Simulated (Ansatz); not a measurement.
ZnPbO3 (model structure, started from the cubic perovskite type, Pm-3m, No. 221, 5 atoms in the cell) was calculated with r²SCAN+SOC (Ansatz, a first-principles code, PAW).

The input as run:

Ansatz 0.2 input:
```yaml
crystal:
  lattice:
    - [4.1523640695, 0.0, 0.0]
    - [0.0, 4.1523640695, 0.0]
    - [0.0, 0.0, 4.1523640695]
  atoms:
    - { symbol: Zn, position: [0.0, 0.0, 0.0] }
    - { symbol: Pb, position: [0.5, 0.5, 0.5] }
    - { symbol: O, position: [0.0, 0.5, 0.5] }
    - { symbol: O, position: [0.5, 0.5, 0.0] }
    - { symbol: O, position: [0.5, 0.0, 0.5] }
basis:
  ecutwfc: 560
  ecutrho_ratio: 4
  xc_grid: 3
kpoints:
  mp_grid: { grid: [14, 14, 14] }
hamiltonian:
  xc: r2scan
  dispersion: none
  pseudopotentials: { kind: paw }
scf:
  occupations: { method: fermi_dirac, width: 0.05 }
  convergence: { dr2_threshold: 0.0000000005 }
output:
  forces: true
  stress: true
  eigenvalues: true
magnetization:
  noncollinear: true
  spin_orbit: true
```

### Question
How many irreducible k-points, plane waves at Γ does the program set up, and what pressure does the run end with?

### Answer
120 irreducible k-points, 2109 plane waves at Γ; P = -0.81 GPa, so the cell is stretched on average and its volume would shrink at this level.

The run printed, among other lines:

```
Crystal: 5 atoms, lattice volume = 71.596 Å³
Basis set: ecut = 560 eV, 2109 PW (Γ), exchange–correlation on 108×108×108 points (27 copies of the dense FFT grid, shifted against one another)
Bands: 54, of which v1, the nominal top of the filled ones, is band 44 counted from 1 (43 counted from 0)
Symmetry: 48 space group operations + 48 with time reversal
k-points: 120 of 2744
Initial density: superposition of atomic densities (chi_scale 0.1, normalization cell, long waves kept (reshape's long-wave potential 0.04 eV rms))
Functional: x = r2scan, c = r2scan; τ floored in thin density (d = 2e-4 eV/Å³)
spin=Noncollinear: Kerker preconditioning applied to the charge; magnetization (m_x, m_y, m_z) channels mix plain (no charge-response kernel on spin).
SCF 1 converged in 12 iterations: F = -16910.007554 eV  dr2 = 2.91e-10
SCF converged after 12 iterations
Free energy (F): -16910.007554 eV
Internal energy: -16910.000507 eV  (E = F + TS)
E sigma→0 (E₀):  -16910.004031 eV
Fermi energy:    6.978525 eV
--- Forces (eV/Å), atoms counted from 1 ---
  atom   1  Zn    -0.00000000     0.00000000     0.00000000
  atom   2  Pb     0.00000000     0.00000000    -0.00000000
  atom   3  O      0.00000000     0.00000000    -0.00000000
  atom   4  O      0.00000000    -0.00000000    -0.00000000
  atom   5  O      0.00000000    -0.00000000     0.00000000
--- Stress (GPa, compression-positive) ---
       -0.805900       0.000000       0.000000
       -0.000000      -0.805900      -0.000000
        0.000000      -0.000000      -0.805900
  P = ⅓ Tr σ = -0.8059 GPa (-8.059 kbar)
```

The PAW data were made under PBE.

Note: the relaxation could raise the start's symmetry but not lower it, so the cell can be a saddle point. Note: cell and atoms aren't relaxed at this level (pressure -0.8 GPa).

A model structure was made by putting elements into a prototype or built by hand; it is no filed structure, need not be a known phase, and can be a saddle point held by its symmetry.
